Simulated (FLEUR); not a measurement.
A user runs FLEUR on SmCu (Pm-3m, 2 atoms in the cell) and asks whether the run is sound. The aim is a self-consistent single point with DFT, LDA (Vosko-Wilk-Nusair), all-electron FLAPW (FLEUR), scalar-relativistic valence.

Cell that was meant: a = 3.5466 Å, b = 3.5466 Å, c = 3.5466 Å, α = 90.00°, β = 90.00°, γ = 90.00°.

Part of the input:

```xml

&comp jspins=2 /
&exco xctyp='vwn' /
&kpt div1=1 div2=1 div3=1 /
&end /
# inp.xml
<?xml version="1.0" encoding="UTF-8" standalone="no"?>
```

Log, with long lists cut:

```
      Welcome to FLEUR        (www.flapw.de)
      MaX-Release 8.1          (www.max-centre.eu)

 ========== k-point set info ==========
 Selected k-point list: default-1
 k-point list type: mesh
 1 x 1 x 1
 Number of k points: 1

 ------------Calculation Setup---------------------------
           1
 Number of basis functions:          277
 Iteration:     1   Distance:      68.20299361 me/bohr^3
 Iteration:     2   Distance:      54.61252065 me/bohr^3
 Iteration:     3   Distance:      42.67089392 me/bohr^3
 Iteration:     4   Distance:      65.09479498 me/bohr^3
 Iteration:     5   Distance:      33.27194231 me/bohr^3
   [... 43 lines left out ...]
 Iteration:    49   Distance:       0.00021036 me/bohr^3
 Iteration:    50   Distance:       0.00001574 me/bohr^3
 Iteration:    51   Distance:       0.00002542 me/bohr^3
 Iteration:    52   Distance:       0.00000717 me/bohr^3
 Run finished successfully
 Stop message:
   Structural relaxation: Done

[file out, last iteration]
             iter=     53
[...]
          total density-effective poten   -2.0347020926E+04
          total charge density-energy d   -2.9450955422E+02
 Updated energy parameters for spin:           1
 Updated energy parameters for spin:           2
[...]
 fermi energy and band-weighting factors:
FERMIE:
          first approx. to ef    (T=0)  :   0.334574 htr   (energy of the highest occ. eigenvalue)
          number of occ. states  (T=0)  :         27
          first approx. to seigv (T=0)  :   0.169131 htr
          sum of weights of occ. states :  27.000000
          sum of semicore charge        :   0.000000 e
   [... lines left out ...]
          total moment                 =     7.00000
 Direct bandgap for spin            1 :    1.8010831389960735E-003  Htr
 Direct bandgap for spin            2 :   0.20157574393471259       Htr
 ---->    free energy=                    -12080.1917276090 htr
   [... lines left out ...]
 ***** TOTAL FORCES ON ATOMS *****
 TOTAL FORCE FOR ATOM TYPE=  1  X=  3.351   Y=  3.351   Z=  3.351
                       FX_TOT= 0.000000 FY_TOT= 0.000000 FZ_TOT= 0.000000
 TOTAL FORCE FOR ATOM TYPE=  2  X=  0.000   Y=  0.000   Z=  0.000
                       FX_TOT= 0.000000 FY_TOT= 0.000000 FZ_TOT= 0.000000
 Structural relaxation: Done
```

FLEUR gives forces in its relaxation mode, with a further iteration, so its stop message speaks of a relaxation.

Task: Is this run sound? If not, what is wrong?

Result: The run is not sound. The fault is a single k-point for a small metallic cell. One k-point cannot sample the Fermi surface of a small cell. To fix it, use a converged k-point mesh. The run converged in 52 iterations without an error; against the sound input the total energy falls by 1.41 eV/atom and the size of the net moment goes from 2.99 to 3.50 μB/atom.

The sound input it was made from differs as follows (other fixes are possible):
```diff
-&kpt div1=1 div2=1 div3=1 /
+&kpt div1=7 div2=7 div3=7 /
```

With that input, the run converged in 29 iterations: total energy -328715.9446 eV; Fermi level (on the code's own zero) 8.49 eV; size of the cell's spin moment 5.97 μB; site moments (μB, in the program's spheres or projections) Sm 5.65, Cu 0.06 (DFT, LDA (Vosko-Wilk-Nusair), all-electron FLAPW (FLEUR), scalar-relativistic valence).

On the sound input: the starting cell comes from a database of computed structures (which also holds hypothetical and non-ambient phases and stackings), without a prior relaxation at this level. Its lattice was rescaled by a random factor within 2.5 % of one. Spin-orbit coupling is off. With one magnetic atom in the cell only a parallel order is possible. With U or open f shells several self-consistent states can exist. The f electrons are in the valence without U or exact exchange, which can misplace them near the Fermi level. Spin-orbit terms, which matter for f shells, are left out. Values depend on the basis (sphere radii, cutoffs, local orbitals), which need not be converged. The log's line on a gap gives a spacing of levels on this mesh, which the program prints for metals too.
